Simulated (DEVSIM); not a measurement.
Device: Ni/HfO2/n-GaAs capacitor, at 300 K.

Layer 1 from the left is HfO2, thickness (nm) 6.10. Layer 2 from the left is GaAs, thickness (nm) 6400, Nd (cm⁻³) 1e16.

Metal gate on the left, work function 5.1 eV. Fixed charge at the semiconductor interface -3.2e11 cm⁻² (in units of +e); no interface traps.

The device is made up for the run: typed textbook-type constants, with dimensions and the other settings drawn at random. Values at 300 K.

HfO2: gap (eV) 5.7, affinity (eV) 2.5, permittivity 22. GaAs: gap (eV) 1.424, affinity (eV) 4.07, permittivity 12.9, Nc (cm⁻³) 4.7e17, Nv (cm⁻³) 9e18.

**Question.** Estimate by hand the flat-band voltage, the threshold voltage, and compare with a numerical solution.

**Answer.** 
- Flat-band voltage: C = 3.19 μF/cm², work-function difference 0.930 V; VFB = φms − qNf/C = 0.95 V; numerical 0.95 V.
- Threshold voltage: φF = 0.574 V, depletion charge √(4εqNφF) = 6.48e-8 C/cm²; VT = VFB − 2φF − Qd/C = -0.22 V; numerical -0.22 V.

DEVSIM, 1D Poisson equation in equilibrium, Boltzmann statistics, complete ionisation; no quantum confinement or tunnelling. Metal contacts follow the ideal Schottky-Mott rule: no Fermi-level pinning, no interface dipoles.
